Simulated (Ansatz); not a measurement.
Ansatz (a first-principles code) run on K2NaYBr6 (P1, 10 atoms in the cell): self-consistent single point.

Level of theory: HSE06 (plane waves, PAW; Ansatz).

```
CELL_PARAMETERS angstrom
      0.00000     5.67577     5.67577
      5.67577     0.00000     5.67577
      5.67577     5.67577     0.00000
ATOMIC_POSITIONS crystal
  K  0.75538 0.73097 0.75849
  K  0.24370 0.25243 0.25756
  Na 0.48555 0.50910 0.50073
  Y  0.00460 0.99455 0.00371
  Br 0.75140 0.25303 0.23378
  Br 0.25088 0.75679 0.75707
  Br 0.23894 0.75859 0.24439
  Br 0.75997 0.24265 0.75146
  Br 0.24965 0.24856 0.75254
  Br 0.75993 0.75334 0.24029
```

Reference input (self-consistent single point, DFT, HSE06, plane waves, default PAW files): basis.ecutwfc = 420 eV; kpoints.mp_grid.grid = 2 2 2; kpoints.mp_grid.shift = 0.5 0.5 0.5; hamiltonian.xc = hse06; hamiltonian.pseudopotentials = {kind: paw}, with the files named one by one; scf.occupations.method = fixed. This run's input differs from it in these lines:

```diff
@@ -35,2 +35,4 @@
     method: fixed
+  mixing:
+    preconditioner: ldos
 output:
```

Output, abridged:

```
Error: inconsistent input (scf.mixing.preconditioner, scf.occupations.method): ldos needs the smeared local DOS at the Fermi level to build its model. With no smearing kernel (method: fixed, a smearing width below the step floor, tetrahedron integration, or explicit occupations) the LDOS field is never tabulated. Use a smearing scheme with a finite width, or preconditioner: auto
```

The program stopped before any SCF iteration. 

The starting cell comes from a database of computed structures (which also holds hypothetical and non-ambient phases and stackings), without a prior relaxation at this level. Its atoms were displaced at random from the sites of space group no. 225.

Keys are those of Ansatz 0.2.
